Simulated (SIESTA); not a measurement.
A self-consistent single point of Sr5Sn2N6 (C2/c, 26 atoms in the cell) with SIESTA

Method: LDA PW92, numerical atomic orbitals DZP, PseudoDojo LDA standard norm-conserving potentials (rewritten from UPF to PSML) (SIESTA 5.4.2).

This input was run:

```
# files in the folder: Sr.psml Sn.psml N.psml (PseudoDojo LDA standard)
SystemName  Sr5(SnN3)2
SystemLabel Sr5(SnN3)2

NumberOfAtoms                26
NumberOfSpecies              3
%block ChemicalSpeciesLabel
  1 38 Sr
  2 50 Sn
  3 7 N
%endblock ChemicalSpeciesLabel
LatticeConstant              1.0 Ang
%block LatticeVectors
     5.456965000   -3.452575000    0.000000000
     5.456965000    3.452575000    0.000000000
    -2.400242000    0.000000000   13.690262000
%endblock LatticeVectors
AtomicCoordinatesFormat      Ang
%block AtomicCoordinatesAndAtomicSpecies
     4.746293549    1.577826775    6.829797907  1
     3.767394451   -1.577826775    6.860464093  1
     4.967515451    1.577826775    0.015333093  1
     3.546172549   -1.577826775   13.674928907  1
     1.193564231   -0.766057341    2.968596412  1
     7.320123769    0.766057341   10.721665588  1
     8.520244769   -0.766057341    3.876534588  1
    -0.006556769    0.766057341    9.813727412  1
     4.856904500   -0.910651182    3.422565500  1
     3.656783500    0.910651182   10.267696500  1
     8.347027766    0.702253755    1.009383017  2
     0.166660234   -0.702253755   12.680878983  2
     1.366781234    0.702253755    5.835747983  2
     7.146906766   -0.702253755    7.854514017  2
    10.168274961    0.058279466    1.706354256  3
    -1.654586961   -0.058279466   11.983907744  3
    -0.454465961    0.058279466    5.138776744  3
     8.968153961   -0.058279466    8.551485256  3
     6.664737524    0.181260187    2.105699198  3
     1.848950476   -0.181260187   11.584562802  3
     3.049071476    0.181260187    4.739431802  3
     5.464616524   -0.181260188    8.950830198  3
     3.151543096   -0.559248099    1.046209822  3
     5.362144904    0.559248099   12.644052178  3
     6.562265904   -0.559248099    5.798921178  3
     1.951422096    0.559248099    7.891340822  3
%endblock AtomicCoordinatesAndAtomicSpecies

XC.functional                LDA
XC.authors                   PW92
PAO.BasisSize                DZP
PAO.EnergyShift              0.01 Ry
MeshCutoff                   300 Ry
%block kgrid.MonkhorstPack
    3   0   0  0.0
    0   3   0  0.0
    0   0   2  0.0
%endblock kgrid.MonkhorstPack
OccupationFunction           MP
OccupationMPOrder            0
ElectronicTemperature        50.0 meV

MaxSCFIterations             150
SCF.Mixer.Method             Pulay
SCF.Mixer.Weight             0.1
SCF.Mixer.History            6
SCF.DM.Tolerance             1.0E-05
Diag.ParallelOverK           true
WriteForces                  true
```

Output, abridged:

```
reinit: Reading from file input.fdf

reinit: System Name: Sr5(SnN3)2
reinit: System Label: Sr5(SnN3)2

coor:   Atomic-coordinates input format  =     Cartesian coordinates
coor:                                          (in Angstroms)

siesta: Atomic coordinates (Bohr) and species
siesta:      8.96919   2.98166  12.90645  1        1
siesta:      7.11934  -2.98166  12.96440  1        2
siesta:      9.38724   2.98166   0.02898  1        3
siesta:      6.70129  -2.98166  25.84187  1        4
siesta:      2.25551  -1.44764   5.60983  1        5
siesta:     13.83303   1.44764  20.26101  1        6
   [... 15 lines left out ...]
siesta:     10.32663  -0.34253  16.91462  3       22
siesta:      5.95555  -1.05683   1.97705  3       23
siesta:     10.13299   1.05683  23.89380  3       24
siesta:     12.40089  -1.05683  10.95837  3       25
siesta:      3.68765   1.05683  14.91247  3       26

siesta: System type = bulk

initatomlists: Number of atoms, orbitals, and projectors:     26   318   348

siesta: ******************** Simulation parameters ****************************
redata: Spin configuration                          = none
redata: Time-Reversal Symmetry                      = T
redata: Number of Atomic Species                    =        3
redata: Mesh Cutoff                                 =   300.0000 Ry
redata: Net charge of the system                    =     0.0000 |e|
redata: Min. number of SCF Iter                     =        0
redata: Max. number of SCF Iter                     =      150
redata: SCF convergence failure will abort job
redata: SCF mix quantity                            = Hamiltonian
redata: Mix DM or H after convergence               =   F
redata: Recompute H after scf cycle                 =   F
redata: Mix DM in first SCF step                    =   T
redata: No kicks to SCF
redata: DM Mixing Weight for Kicks                  =     0.5000
   [... lines left out ...]
diag: Used triangular part                          = Lower
diag: Absolute tolerance                            =  0.100E-15
diag: Orthogonalization factor                      =  0.100E-05
diag: Memory factor                                 =  1.0000

superc: Internal auxiliary supercell:     5 x     5 x     3  =      75
superc: Number of atoms, orbitals, and projectors:   1950  23850  26100

                        Single-point calculation

superc: Internal auxiliary supercell:     5 x     5 x     3  =      75
superc: Number of atoms, orbitals, and projectors:   1950  23850  26100

outcell: Unit cell vectors (Ang):
        5.456965   -3.452575    0.000000
        5.456965    3.452575    0.000000
       -2.400242    0.000000   13.690262

outcell: Cell vector modules (Ang)   :    6.457456    6.457456   13.899080
outcell: Cell angles (23,13,12) (deg):     98.3914     98.3914     64.6424
outcell: Cell volume (Ang**3)        :    515.8650
new_DM -- step:     1
Initializing Density Matrix...

Attempting to read DM from file... Failed...
DM filled with atomic data:

InitMesh: MESH = 64 x 64 x 144 = 589824
InitMesh: Mesh cutoff (required, used) =   300.000   305.776 Ry

stepf: Methfessel-Paxton step function
       Using Hermite-Gauss polynomials of order  0
        iscf     Eharris(eV)        E_KS(eV)     FreeEng(eV)     dDmax    Ef(eV) dHmax(eV)
   scf:    1   -21022.134244   -21193.636181   -21193.636181  1.540471 -6.603446 13.324200
   scf:    2   -21250.320045   -21224.218417   -21224.218417  0.185271 -5.852348  8.746303
   scf:    3   -21252.084910   -21248.210000   -21248.210000  0.486848 -5.334243  1.576550
   scf:    4   -21248.778043   -21248.547120   -21248.547120  0.030395 -5.386518  1.377568
   scf:    5   -21248.220000   -21248.599552   -21248.599552  0.071531 -5.445525  1.003737
   scf:    6   -21248.887959   -21248.924799   -21248.924799  0.083950 -5.302083  0.295097
   scf:    7   -21248.859595   -21248.894659   -21248.894659  0.004192 -5.304139  0.434668
   scf:    8   -21248.956252   -21248.949842   -21248.949842  0.016291 -5.320539  0.042198
   scf:    9   -21248.950498   -21248.950313   -21248.950313  0.003070 -5.321080  0.015264
   scf:   10   -21248.950503   -21248.950410   -21248.950410  0.001340 -5.321079  0.009458
   scf:   11   -21248.950592   -21248.950506   -21248.950506  0.002101 -5.318033  0.003257
   scf:   12   -21248.950536   -21248.950522   -21248.950522  0.000903 -5.319220  0.002192
   scf:   13   -21248.950526   -21248.950524   -21248.950524  0.000208 -5.319041  0.001898
   scf:   14   -21248.950528   -21248.950526   -21248.950526  0.000175 -5.317809  0.000369
   scf:   15   -21248.950527   -21248.950526   -21248.950526  0.000123 -5.317632  0.000282
   scf:   16   -21248.950527   -21248.950527   -21248.950527  0.000050 -5.317604  0.000213
   scf:   17   -21248.950527   -21248.950527   -21248.950527  0.000031 -5.317566  0.000178
   scf:   18   -21248.950527   -21248.950527   -21248.950527  0.000004 -5.317564  0.000137
SCF Convergence by DM+H criterion
max |DM_out - DM_in|         :     0.0000044601
max |H_out - H_in|      (eV) :     0.0001374928
SCF cycle converged after 18 iterations

Using DM_out to compute the final energy and forces

siesta: E_KS(eV) =           -21248.9505

siesta: E_KS - E_eggbox =    -21248.9505

siesta: Atomic forces (eV/Ang):
     1    0.226465    0.068891    0.130171
     2   -0.226465   -0.068891   -0.130171
     3   -0.226465    0.068891   -0.130171
   [... 23 lines left out ...]
   Tot   -0.000000   -0.000000   -0.000000
   Max    0.531003
   Res    0.230883    sqrt( Sum f_i^2 / 3N )
   Max    0.531003    constrained

Stress tensor Voigt[x,y,z,yz,xz,xy] (kbar):        9.18        1.19       17.19       -0.00        0.96        0.00
(Free)E + p*V (eV/cell)   -21251.9077
Target enthalpy (eV/cell)   -21248.9505

siesta: Program's energy decomposition (eV):
siesta: Ebs     =     -4205.065333
siesta: Eions   =     31594.561558
siesta: Ena     =      7253.121068
siesta: Ekin    =      9850.760139
siesta: Enl     =     -1328.841987
siesta: Eso     =         0.000000
siesta: Edftu   =         0.000000
siesta: DEna    =       171.575843
siesta: DUscf   =        15.091114
siesta: DUext   =         0.000000
siesta: Ex      =     -5084.832386
siesta: Ec      =      -531.262760
siesta: Exc     =     -5616.095146
siesta: Eharris =    -21248.950527
siesta: Etot    =    -21248.950527
siesta: FreeEng =    -21248.950527

siesta: Atomic forces (eV/Ang):
siesta:      1    0.226465    0.068891    0.130171
siesta:      2   -0.226465   -0.068891   -0.130171
siesta:      3   -0.226465    0.068891   -0.130171
siesta:      4    0.226465   -0.068891    0.130171
siesta:      5    0.331441   -0.020194    0.350479
siesta:      6   -0.331441    0.020194   -0.350479
   [... 16 lines left out ...]
siesta:     23    0.069673   -0.052444   -0.002013
siesta:     24   -0.069673    0.052444    0.002013
siesta:     25   -0.069673   -0.052444    0.002013
siesta:     26    0.069673    0.052444   -0.002013
siesta: ----------------------------------------
siesta:    Tot   -0.000000   -0.000000   -0.000000

siesta: Stress tensor (static) (eV/Ang**3):
siesta:     0.005728    0.000000    0.000598
siesta:     0.000000    0.000742   -0.000000
siesta:     0.000598   -0.000000    0.010727

siesta: Cell volume =        515.864978 Ang**3

siesta: Pressure (static):
siesta:                Solid            Molecule  Units
siesta:          -0.00006243          0.00001245  Ry/Bohr**3
siesta:          -0.00573239          0.00114291  eV/Ang**3
siesta:          -9.18429501          1.83114995  kBar
```

The run converged in 18 iterations.

The starting cell comes from a database of computed structures (which also holds hypothetical and non-ambient phases and stackings), without a prior relaxation at this level. Values carry the incompleteness of an atom-centred basis.

Cost on one core of a shared machine: roughly 2 min.
